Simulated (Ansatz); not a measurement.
Functionals compared on the (332) surface of fcc Pd in its 1x1 cell, outermost plane spacing 0.42 Å in the ideal cut, in Ansatz (plane waves, PAW). The structure was relaxed with PBE; the other rows are single points on it, each with its references at the same level. Cutoff 420 eV (500 eV for r2SCAN).

Model: 25-atom slab, 10.1 Å thick at the start (thin: gaps and levels are the slab's own), 13x3x1 mesh, Fermi-Dirac 0.1 eV, dipole correction, all atoms relaxed; start symmetry kept, larger cells not searched; no spin, no spin-orbit, no U. These notes are the PBE run's.

| functional | surface energy (J/m²) | work function of the top face (eV) | rough cost of the single point |
|---|---|---|---|
| PBE | 1.46 | 5.06 | – |
| LDA | 2.04 | 5.48 | about 5 core-minutes (a rough figure) |
| PBEsol | 1.84 | 5.19 | around 5 core-minutes (rough) |
| RPBE | (withheld) | (withheld) | around 4 core-minutes (rough) |
| r2SCAN | 1.68 | 5.05 | around 16 core-minutes (rough) |

Problem. Fill in the missing entries.

Solution. 
- RPBE, surface energy (J/m²): 1.20
- RPBE, work function of the top face (eV): 4.87

Ansatz is a quantum-chemistry and plane-wave program.
